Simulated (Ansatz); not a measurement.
Functionals compared on the (322) surface of fcc Pb in its 1x1 cell, outermost plane spacing 0.61 Å in the ideal cut, in Ansatz (plane waves, PAW). The structure was relaxed with PBE; the other rows are single points on it, each with its references at the same level. Cutoff 420 eV (500 eV for r2SCAN).

Set-up: 18 atoms, 10.4 Å thick at the start (thin: gaps and levels are the slab's own); mesh 11x3x1; 0.1 eV smearing; dipole correction on; all atoms relaxed; held to the start's symmetry, so lower structures may exist; no spin, no spin-orbit, no U. These notes are the PBE run's.

```tsv
functional	surface energy (J/m²)	work function of the top face (eV)	rough cost of the single point
PBE	0.29	3.81	–
LDA	0.44	4.12	around 4 core-minutes (rough)
PBEsol	0.40	3.90	roughly 4 core-minutes
RPBE	0.19	3.66	roughly 4 core-minutes
r2SCAN	0.31	3.88	around 9 core-minutes (rough)
```

Ansatz is an electronic-structure program.
